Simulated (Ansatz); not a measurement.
**SrTiO3: energy against strain**

SrTiO3 (cubic perovskite, Pm-3m, 11.783 Å³/atom at rest) under an equal strain ε in the (001) plane with the normal axis free, as in a coherent film. PBEsol in Ansatz, a plane-wave DFT program (PAW, default set), 420 eV, 9×9×9 Γ-centred mesh, Fermi-Dirac smearing 0.05 eV; ions are relaxed within the symmetry of each cell.

Here s stands for strain and y for E less E0.

| strain (%) | E less E0 (meV/atom) |
|---|---|
| -1.20 | 4.30 |
| -0.60 | 1.03 |
| 0.00 | 0.00 |
| 0.60 | 1.00 |
| 1.20 | 3.99 |
| 3.00 | ? |

### Question
Fit y against s with a parabola, and predict the withheld value at s = 3.00.

### Answer
Least squares gives y = -0.015 - 0.1083·s + 2.8869·s². Residuals (row less fit): 0.028, -0.059, 0.015, 0.041, -0.022; standard error 0.058 (degrees of freedom: 2). Twice the quadratic coefficient over the volume, 2 × 2.8869 meV × 10⁴ × 0.1602 / 11.783 Å³, is twice the biaxial elastic modulus of this plane = 785 ± 12 GPa. At the withheld row, y = -0.015 - 0.1083 × 3.0 + 2.8869 × 3.0² = 25.642 meV/atom. The calculation gives 23.57 meV/atom, 2.072 meV/atom below the prediction (8.8 % of the range of y in the table). The row lies outside the fitted rows, so this is an extrapolation. From the scatter of the fitted rows alone, a prediction at this place has a standard error of 0.372 meV/atom, so the miss is 5.6 times that.

One order more, fitted to all 11 runs of the series, follows each within 0.04, so the miss is the next term of a smooth law. The primitive cell can neither tilt nor turn polar against its symmetry, as such crystals can under strain. SrTiO3 is here the ideal cubic form; the compound distorts at low or room temperature. Rows are the converged runs of the series near zero and its far end; series whose fitted rows scatter by over a few per cent of the range, as at a crossing or softening among them, aren't shown in this form. Most that stay on the fit to the last digits aren't either.
